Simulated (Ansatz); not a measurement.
Ansatz (a first-principles code) run on NiTe₂ (P3m1, 3 atoms in the cell): self-consistent single point.

Method: PBEsol, default PAW files made with PBE (plane waves; Ansatz).

```
CELL_PARAMETERS angstrom
      3.88675     0.00000     0.00000
     -1.94337     3.36602     0.00000
      0.00000     0.00000     5.38866
ATOMIC_POSITIONS crystal
  Ni 0.00000 0.00000 0.00928
  Te 0.33333 0.66667 0.24192
  Te 0.66667 0.33333 0.75808
```

Reference input (self-consistent single point, DFT, PBEsol, plane waves, default PAW files made with PBE): basis.ecutwfc = 420 eV; kpoints.mp_grid.grid = 10 10 6; hamiltonian.xc = pbesol; hamiltonian.pseudopotentials = {kind: paw} (the program's default PAW files); scf.occupations.method = gaussian; scf.occupations.width = 0.1 eV. This run's input differs from it in these lines:

Ansatz 0.2 input:
```diff
@@ -12,3 +12,3 @@
 kpoints:
-  mp_grid: { grid: [10, 10, 6] }
+  mp_grid: { grid: [16, 16, 10] }
 hamiltonian:
@@ -17,3 +17,3 @@
 scf:
-  occupations: { method: gaussian, width: 0.1 eV }
+  occupations: { method: gaussian, width: 0.2 eV }
 output:
```

Output, abridged:

```
SCF iter   1: F=—  HF=-19608.739915 eV  |F-HF|=—  |Δ(HF+E_count)|=         —  Δρ=1.68e-2  dr2=1.43e-1  ethr=1.77e-3  ⟨swp⟩=5.7  Hψ=31762  notcnv=0
all-band conjugate gradients solve this SCF's bands
preconditioner: auto → LDOS
SCF iter   2: F=—  HF=-19608.742214 eV  |F-HF|=—  |Δ(HF+E_count)|=   2.30e-3  Δρ=1.62e-2  dr2=1.06e-1  ethr=2.86e-4  ⟨swp⟩=2.0  Hψ=13150  notcnv=0  defer=18
   [... lines left out ...]
SCF iter   4: F=—  HF=-19608.727898 eV  |F-HF|=—  |Δ(HF+E_count)|=   2.44e-6  Δρ=4.21e-4  dr2=1.02e-4  ethr=1.52e-6  ⟨swp⟩=2.0  Hψ=14462  notcnv=0  defer=18
SCF iter   5: F=—  HF=-19608.727891 eV  |F-HF|=—  |Δ(HF+E_count)|=   7.10e-6  Δρ=8.98e-5  dr2=3.57e-6  ethr=2.03e-7  ⟨swp⟩=2.0  Hψ=13367  notcnv=0  defer=18
SCF iter   6: F=—  HF=-19608.727884 eV  |F-HF|=—  |Δ(HF+E_count)|=   6.83e-6  Δρ=2.54e-5  dr2=5.25e-7  ethr=7.14e-9  ⟨swp⟩=2.0  Hψ=13292  notcnv=0  defer=17
SCF iter   7: F=-19608.727884 eV  HF=-19608.727884 eV  |F-HF|=3.68e-8  |Δ(HF+E_count)|=   1.47e-8  Δρ=9.81e-6  dr2=5.67e-8  ethr=2.00e-10  ⟨swp⟩=7.2  Hψ=38153  notcnv=0
SCF 1 converged in 7 iterations: F = -19608.727884 eV  dr2 = 5.67e-8
Free energy (F): -19608.727884 eV
Internal energy: -19608.694024 eV  (E = F + TS)
E sigma→0 (E₀):  -19608.710954 eV
Entropy (-TS):   -0.033860 eV (-11.287 meV/atom)
Fermi energy:    11.618973 eV
--- Forces (eV/Å), atoms counted from 1 ---
  atom   1  Ni    -0.00000000    -0.00000000    -0.34642099
  atom   2  Te     0.00000000     0.00000000     0.03833479
  atom   3  Te     0.00000000    -0.00000000     0.30808615
--- Stress (GPa, compression-positive) ---
       -3.957010       0.000000      -0.000000
        0.000000      -3.957010      -0.000000
       -0.000000      -0.000000      -3.860747
  P = ⅓ Tr σ = -3.9249 GPa (-39.249 kbar)
  The stress holds the Pulay correction. Without it, at fixed plane waves, as pw.x and ABINIT print it: P = -3.9607 GPa
```

The run converged in 7 iterations. Against the reference run the free energy drops by 5.4 meV/atom, the pressure hardly changes (-3.96 to -3.92 GPa) and the largest force hardly changes (0.350 to 0.346 eV/Å).

The starting cell comes from a database of computed structures (which also holds hypothetical and non-ambient phases and stackings), without a prior relaxation at this level. Its lattice was rescaled by up to half a per cent. One atom was moved a little off its site on purpose. Spin-orbit coupling is off. Spin polarisation is off, so a magnetic state, if there is one, cannot be reached. With a pressure of about -4 GPa the cell is away from its equilibrium volume at this level. Ansatz's pressure includes its estimate of the finite-basis (Pulay) stress.

Cost on one core of a shared machine: roughly 40 s.
